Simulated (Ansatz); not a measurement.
**Ansatz (a program for electronic structure) run on YSi2Rh3 (P6/mmm, 6 atoms in the cell): self-consistent single point**

Method of the run: LDA (PW92), default PAW files made with PBE (plane waves; Ansatz).

Input:

Ansatz 0.2 input:
```yaml
# YSi2Rh3
crystal:
  lattice:
    - [5.455524, 0.000000, 0.000000]
    - [-2.727762, 4.724622, 0.000000]
    - [0.000000, 0.000000, 3.592929]
  atoms:
    - { symbol: Y, position: [0.000000, 0.000000, 0.000000] }
    - { symbol: Si, position: [0.666667, 0.333333, 0.000000] }
    - { symbol: Si, position: [0.333333, 0.666667, 0.000000] }
    - { symbol: Rh, position: [0.000000, 0.500000, 0.500000] }
    - { symbol: Rh, position: [0.500000, 0.000000, 0.500000] }
    - { symbol: Rh, position: [0.500000, 0.500000, 0.500000] }
basis:
  ecutwfc: 30.9 Ry
kpoints:
  mp_grid:
    grid: [7, 7, 9]
hamiltonian:
  xc: lda
  pseudopotentials:
    kind: paw
scf:
  occupations:
    method: fermi_dirac
    width: 0.0073 Ry
output:
  forces: true
  eigenvalues: true
  stress: true
```

Output, abridged:

```
WARN the atoms were moved onto the symmetric positions of the space group found under crystal.symmetry.tolerance 1.0e-5 (fractional …
WARN ansatz: RAYON_NUM_THREADS=1 ignored (pool sized by the plan → 1); use --threads N
Pseudopotentials: kind: paw
Pseudopotential: Y, paw, valence charge 11
Pseudopotential: Si, paw, valence charge 4
Pseudopotential: Rh, paw, valence charge 17
Crystal: 6 atoms, lattice volume = 92.609 Å³
Basis set: ecut = 420.4159175005146 eV, 1759 PW (Γ)
Bands: 42, of which v1, the nominal top of the filled ones, is band 35 counted from 1 (34 counted from 0)
Symmetry: 24 space group operations
Space group: P6/mmm (ITA 191), of the structure as read, at distance tolerance 4.5e-5 Å
k-points: 40 of 441
PAW frozen core: Y, regenerated for the run's functional, and the local potential with it
PAW frozen core: Si, regenerated for the run's functional, and the local potential with it
PAW frozen core: Rh, regenerated for the run's functional, and the local potential with it
Initial density: superposition of atomic densities (neutral atoms: chi_scale 0, normalization atom), corrected by the library's trained network
Initial wavefunctions: pseudopotential atomic-orbital guess
Eigensolver: davidson
Functional: x = slater, c = lda
SCF iter   1: F=—  HF=-23805.265316 eV  |F-HF|=—  |Δ(HF+E_count)|=         —  Δρ=8.52e-3  dr2=6.37e-2  ethr=1.77e-3  ⟨swp⟩=5.7  Hψ=6337  notcnv=0  defer=1
all-band conjugate gradients solve this SCF's bands
preconditioner: auto → Kerker (q_TF=auto, 2.604 Å⁻¹)
SCF iter   2: F=—  HF=-23805.257900 eV  |F-HF|=—  |Δ(HF+E_count)|=   7.42e-3  Δρ=4.10e-3  dr2=1.40e-2  ethr=9.11e-5  ⟨swp⟩=1.0  Hψ=2001  notcnv=0
SCF iter   3: F=—  HF=-23805.255699 eV  |F-HF|=—  |Δ(HF+E_count)|=   2.20e-3  Δρ=6.79e-4  dr2=7.06e-4  ethr=2.00e-5  ⟨swp⟩=2.0  Hψ=2111  notcnv=0
SCF iter   4: F=—  HF=-23805.255553 eV  |F-HF|=—  |Δ(HF+E_count)|=   1.45e-4  Δρ=1.73e-4  dr2=7.57e-5  ethr=1.01e-6  ⟨swp⟩=2.5  Hψ=2494  notcnv=0
SCF iter   5: F=—  HF=-23805.255532 eV  |F-HF|=—  |Δ(HF+E_count)|=   2.12e-5  Δρ=4.23e-5  dr2=1.54e-6  ethr=1.08e-7  ⟨swp⟩=2.0  Hψ=2055  notcnv=0
SCF iter   6: F=-23805.255532 eV  HF=-23805.255532 eV  |F-HF|=1.05e-8  |Δ(HF+E_count)|=   2.64e-7  Δρ=8.25e-6  dr2=5.51e-8  ethr=1.43e-10  ⟨swp⟩=4.2  Hψ=7702  notcnv=0
SCF 1 converged in 6 iterations: F = -23805.255532 eV  dr2 = 5.51e-8
SCF converged after 6 iterations
Free energy (F): -23805.255532 eV
Harris-Foulkes:  -23805.255532 eV  (|F-HF|=1.05e-8)
Internal energy: -23805.182437 eV  (E = F + TS)
E sigma→0 (E₀):  -23805.218984 eV
Entropy (-TS):   -0.073095 eV (-12.182 meV/atom)
Fermi energy:    16.497942 eV
--- Per-component energies (eV) ---
  E_band       = -522.806395
  E_kinetic    = 2125.761389
  E_local      = -7213.387951  (includes V_loc(G=0)·N_el)
  E_nonlocal   = 1187.246239
  E_hartree    = 2701.844387
  E_xc         = -951.923509
  E_vxc        = -1138.748627  (∫ρ·V_xc dr)
  E_paw        = -14089.835985  (= ΣΔE_a)
  E_vpaw       = -887.366567  (= ΣTr[D̂ρ^β])
  E_aug_tail   = 0.002339  (compensation charges beyond the density's cutoff)
  E_ewald      = -7567.255039
  E_core_change = 2.365694  (= ΣΔE_core)
  E_smearing   = -0.073095  (= −TS)
  E_closure    = -0.000000  (closes the sum)
  Σ components = -23805.255532   (vs F -23805.255532, Δ=0.00e0)
--- Forces (eV/Å), atoms counted from 1 ---
  atom   1  Y      0.00000000     0.00000000     0.00000000
   [... zero for the other atoms too ...]
  max |Σ_I F_I| component: 3.70e-17 eV/Å
--- Stress (GPa, compression-positive) ---
       -2.355173       0.000000       0.000000
        0.000000      -2.355173       0.000000
        0.000000       0.000000       0.883528
  P = ⅓ Tr σ = -1.2756 GPa (-12.756 kbar)
  The stress holds the Pulay correction. Without it, at fixed plane waves, as pw.x and ABINIT print it: P = -1.3387 GPa
--- Band table (eV; the first three rows and the last of 40) ---
  k-point 0: bands = ["-62.0362", "-61.9864", "-61.9864", "-30.4714", "-30.1007", "-30.1007", "-30.0974", "-30.0389", "-30.0389", "-29.7825", "-29.7825", "-29.6664", "-26.1003", "-6.1571", "-6.1571", "-5.9913", "5.1081", "9.7134", "10.1376", [...]
  k-point 1: bands = ["-62.0361", "-61.9864", "-61.9864", "-30.4708", "-30.1005", "-30.1005", "-30.1002", "-30.0409", "-30.0409", "-29.7823", "-29.7823", "-29.6663", "-26.0977", "-6.1542", "-6.1542", "-6.0279", "5.2724", "8.9538", "10.3143", [...]
  k-point 2: bands = ["-62.0359", "-61.9862", "-61.9862", "-30.4695", "-30.1072", "-30.1003", "-30.1003", "-30.0461", "-30.0461", "-29.7819", "-29.7819", "-29.6660", "-26.0910", "-6.1468", "-6.1468", "-6.1191", "5.7500", "8.2061", "10.2594", [...]
  k-point 39: bands = ["-62.0153", "-62.0061", "-61.9860", "-30.3039", "-30.2290", "-30.0940", "-30.0821", "-30.0560", "-30.0508", "-29.8329", "-29.7574", "-29.7283", "-26.0792", "-6.2776", "-6.1344", "-6.1333", "7.5602", "7.6353", "10.2104", [...]
```

The run converged in 6 iterations.

The starting cell comes from a database of computed structures (which also holds hypothetical and non-ambient phases and stackings), without a prior relaxation at this level. Its lattice was rescaled by up to half a per cent. Spin polarisation is off. Ansatz's pressure includes its estimate of the finite-basis (Pulay) stress.
